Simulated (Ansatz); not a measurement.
**Ag in the fcc (Cu type) structure (space group Fm-3m, No. 225)**

Ag has the cubic space group Fm-3m (No. 225), the fcc (Cu type) structure, Pearson symbol cF4. Cell: a = 4.105 Å, b = 4.105 Å, c = 4.105 Å, α = 90.00°, β = 90.00°, γ = 90.00°. Ag on 4a is coordinated by 12 Ag at 2.903 Å (cuboctahedral). (Neighbours: up to the widest gap in distance over summed covalent radii, below 1.35, at either atom.)
(The calculation used a cell of 1 atom; values per cell refer to that cell.)

Computed with Kohn–Sham DFT with the r2SCAN functional, run in Ansatz (a program for electronic structure) with PAW and 500 eV plane waves, no SOC. Settings: 19×19×19 k-points, 0.05 eV Fermi–Dirac smearing.

| Quantity | Value |
|---|---|
| Volume per atom | 17.30 Å³ |
| Density | 10.36 g/cm³ |
| Band gap | zero |
| Total energy | -7603.941 eV/atom (σ→0; compares only within this code and set-up) |

Whether these cells are dynamically stable was not tested.
